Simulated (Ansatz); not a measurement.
# MgIn₂O₄ (Imma): band-edge transport data

Consider the following.

```
In2MgO4
1.0
   -3.11974     3.17995     4.42576
    3.11974    -3.17995     4.42576
    3.11974     3.17995    -4.42576
Mg In O
2 4 8
Direct
  0.50000   0.50000   0.50000
  0.50000   0.00000   0.00000
  0.88170   0.13170   0.75000
  0.11830   0.86830   0.25000
  0.00000   0.50000   0.50000
  0.50000   0.50000   0.00000
  0.26744   0.74278   0.52466
  0.73256   0.25722   0.47534
  0.71812   0.74278   0.97534
  0.28188   0.25722   0.02466
  0.26192   0.27570   0.51377
  0.73808   0.72430   0.48623
  0.26192   0.74815   0.98623
  0.73808   0.25185   0.01377
```

Method: PBEsol, rigid bands (plane waves, PAW, scalar-relativistic; Ansatz, an electronic-structure program). Cell: cell and atoms relaxed with PBEsol.

| Property | Result |
|---|---|
| band gap | 1.39 eV |
| electron conductivity mass (300 K, dilute) | 0.22 (x), 0.22 (y), 0.21 (z) mₑ |
| effective density of states N_c (300 K) | 2.5e18 cm⁻³ |
| density-of-states mass, electrons | 0.21 mₑ |
| Seebeck coefficient, n-type 1e19 cm⁻³, 300 K | -121 μV/K |
| best n-type power factor at 300 K for τ = 10 fs (best axis; densities from 1e16 to 1e21 cm⁻³ tried, whether or not they can be reached) | 1.87 μW/(cm·K²) at 1e19 cm⁻³ |

Rigid bands; masses and Seebeck coefficients take one relaxation time τ for all states and one kind of carrier; polarons and phonon drag are left out. Spin-orbit coupling is left out.

Computed structure with no diffraction record at hand here (it may be known, metastable or hypothetical): MgIn2O4 (Imma).
